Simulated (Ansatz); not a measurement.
The parent structure is BAs (space group P4_2/mnm, No. 136; a = 5.889 Å, c = 3.389 Å; a hypothetical phase, not in the database extracts checked). Axes: x, y, z lie along a, b, c of the conventional cell.

The values are results of plane-wave PAW DFT at the PBE level (Ansatz, a first-principles code, 420 eV), no spin-orbit coupling, not measurements.

Strains are applied to the cell and any free atomic positions relax; under stress the whole cell relaxes.

One change was made to it. Results:

```json
[
 {"quantity": "valence-band top at Γ (three highest levels, from the VBM)", "base": "0.00, 0.00, -0.27 eV", "after": "0.00, -0.23, -0.69 eV"},
 {"quantity": "energy relative to the base (free energy F)", "base": "0 meV/atom", "after": "+24 meV/atom"},
 {"quantity": "smallest direct gap", "base": "1.18 eV", "after": "0.98 eV"}
]
```

Question: What was done to the base?
A. uniaxial stress, 3 GPa compression along z
B. tensor shear ε_xz = +3.57 %
C. tensor shear ε_xz = +0.15 %

Answer: B, tensor shear ε_xz = +3.57 %. For comparison, the valence-band top at Γ in the other runs: uniaxial stress, 3 GPa compression along z gives 0.00, 0.00, -0.17 eV; tensor shear ε_xz = +0.15 % gives 0.00, 0.00, -0.27 eV.

Stability under load was not tested beyond the relaxation.
